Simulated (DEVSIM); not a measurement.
Device: TaN/SiON/p-GaAs capacitor, at 300 K.

| layer (left to right) | material | thickness (nm) | Na (cm⁻³) |
|---|---|---|---|
| 1 | SiON | 4.40 | - |
| 2 | GaAs | 590 | 1.2e18 |

Metal gate on the left, work function 4.4 eV. Fixed charge at the semiconductor interface -2e11 cm⁻² (in units of +e); interface traps 2e12 cm⁻² eV⁻¹, uniform in energy, neutral level at 0.3 of the gap above the valence band.

The device is made up for the run: typed textbook-type constants, with dimensions and the other settings drawn at random. Values at 300 K.

| parameter | SiON | GaAs |
|---|---|---|
| gap (eV) | 7 | 1.424 |
| affinity (eV) | 1.4 | 4.07 |
| permittivity | 5.5 | 12.9 |
| Nc (cm⁻³) | - | 4.7e17 |
| Nv (cm⁻³) | - | 9e18 |

Model (solved in DEVSIM): 1D Poisson equation in equilibrium, Boltzmann statistics, complete ionisation; no quantum confinement or tunnelling. Metal contacts follow the ideal Schottky-Mott rule: no Fermi-level pinning, no interface dipoles.

Problem. Tabulate band edges, carrier densities and field at 0.2 V on the gate.

Solution. Energies count from the Fermi level of the right contact; mesh points crowd at the junctions.

| x (μm) | Ec (eV) | Ev (eV) | n (cm⁻³) | p (cm⁻³) | field (V/cm) |
|---|---|---|---|---|---|
| 0.000 | 2.800 | -4.200 | < 1e2 | < 1e2 | 1300000 |
| 0.0008244 | 2.910 | -4.090 | < 1e2 | < 1e2 | 1300000 |
| 0.001915 | 3.055 | -3.945 | < 1e2 | < 1e2 | 1300000 |
| 0.003070 | 3.209 | -3.791 | < 1e2 | < 1e2 | 1300000 |
| 0.004279 | 3.370 | -3.630 | < 1e2 | < 1e2 | 1300000 |
| 0.005168 | 0.750 | -0.674 | 120000 | 4.3e7 | 450000 |
| 0.006785 | 0.820 | -0.604 | 7800 | 6.5e8 | 420000 |
| 0.01122 | 0.990 | -0.434 | < 1e2 | 4.6e11 | 350000 |
| 0.01741 | 1.172 | -0.252 | < 1e2 | 5.3e14 | 240000 |
| 0.02926 | 1.345 | -0.079 | < 1e2 | 4.2e17 | 59000 |
| 0.05102 | 1.372 | -0.052 | < 1e2 | 1.2e18 | 330 |
| 0.1107 | 1.372 | -0.052 | < 1e2 | 1.2e18 | ≈ 0 |
| 0.2006 | 1.372 | -0.052 | < 1e2 | 1.2e18 | ≈ 0 |
| 0.3454 | 1.372 | -0.052 | < 1e2 | 1.2e18 | ≈ 0 |
| 0.4805 | 1.372 | -0.052 | < 1e2 | 1.2e18 | ≈ 0 |
| 0.5329 | 1.372 | -0.052 | < 1e2 | 1.2e18 | ≈ 0 |
| 0.5614 | 1.372 | -0.052 | < 1e2 | 1.2e18 | ≈ 0 |
| 0.5770 | 1.372 | -0.052 | < 1e2 | 1.2e18 | ≈ 0 |
| 0.5873 | 1.372 | -0.052 | < 1e2 | 1.2e18 | ≈ 0 |
| 0.5909 | 1.372 | -0.052 | < 1e2 | 1.2e18 | ≈ 0 |
| 0.5930 | 1.372 | -0.052 | < 1e2 | 1.2e18 | ≈ 0 |
| 0.5944 | 1.372 | -0.052 | < 1e2 | 1.2e18 | ≈ 0 |
